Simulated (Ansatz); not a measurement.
**Ba2ZnSe3 (Pnma, No. 62; cell taken from a computed entry)**

These are LDA (PAW; Ansatz, a program for electronic structure) values and carry that method's errors.

Run with plane-wave cutoff 520 eV, 4×8×2 k mesh (along the axes of the cell as run), Fermi–Dirac smearing 0.01 eV, scalar-relativistic PAW data made under PBE.

Cell (relaxed with PBEsol):

```
Ba2ZnSe3
1.0
    9.02847     0.00000     0.00000
    0.00000     4.36528     0.00000
    0.00000     0.00000    17.47521
Ba Zn Se
8 4 12
Direct
  0.74912   0.25000   0.04324
  0.25088   0.75000   0.95676
  0.75088   0.75000   0.54324
  0.24912   0.25000   0.45676
  0.91786   0.25000   0.78761
  0.08214   0.75000   0.21239
  0.58214   0.75000   0.28761
  0.41786   0.25000   0.71239
  0.86313   0.25000   0.36445
  0.13687   0.75000   0.63555
  0.63687   0.75000   0.86445
  0.36313   0.25000   0.13555
  0.50543   0.25000   0.89878
  0.49457   0.75000   0.10122
  0.99457   0.75000   0.39878
  0.00543   0.25000   0.60122
  0.62334   0.25000   0.42925
  0.37666   0.75000   0.57075
  0.87666   0.75000   0.92925
  0.12334   0.25000   0.07075
  0.81786   0.25000   0.22596
  0.18214   0.75000   0.77404
  0.68214   0.75000   0.72596
  0.31786   0.25000   0.27404
```

```json
{
 "band_gap": "1.61 eV"
}
```

Note: cell and atoms aren't relaxed at this level (largest force component 0.11 eV/Å, pressure -1.7 GPa).

Spin–orbit coupling is not included.
